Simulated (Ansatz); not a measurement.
C on the O site (C_O) in alpha quartz (start: the O site; 243-site cell, Γ-point sampling). Computed with PBE, PAW (plane waves to 420 eV; Ansatz, a quantum-chemistry and plane-wave program). Total energies of the localised charge states, counted from that of charge 0, and their image corrections (point charge with alignment); the host's valence-band maximum lies at 1.990 eV on the cells' energy zero and its gap is 5.68 eV.

```
charge         moment (μB)  E − E(first) (eV)  correction (eV)
------  ------------------  -----------------  ---------------
0                      2.0              0.000            0.000
−1                     1.0              5.412            0.279
−2      not spin-polarised             11.965            1.112
```

Derive the transition levels above the valence-band maximum and say which of them are thermodynamic.

A level is the Fermi energy at which two charges have equal formation energy: ε(q/q′) = [E(q′) + corr(q′) − E(q) − corr(q)] / (q − q′) − E_VBM.
ε(0/−1) = [(5.412 + 0.279) − (0.000 + 0.000)] / 1 − 1.990 = 3.70 eV
ε(−1/−2) = [(11.965 + 1.112) − (5.412 + 0.279)] / 1 − 1.990 = 5.40 eV
Thermodynamic levels at least 0.1 eV inside the gap: (0/−1) at 3.70 eV; (−1/−2) at 5.40 eV. Corrections reach 1.11 eV, so the outer levels may be off by several tenths of an eV. Charges with a result: 0, −1, −2. Others weren't obtained, and one of them could lie lower, also by skipping a charge. Flagged in the runs: a host whose relaxation on this sampling wasn't shown to rest, a strain field that reaches the edge of the cell, zone-centre sampling.
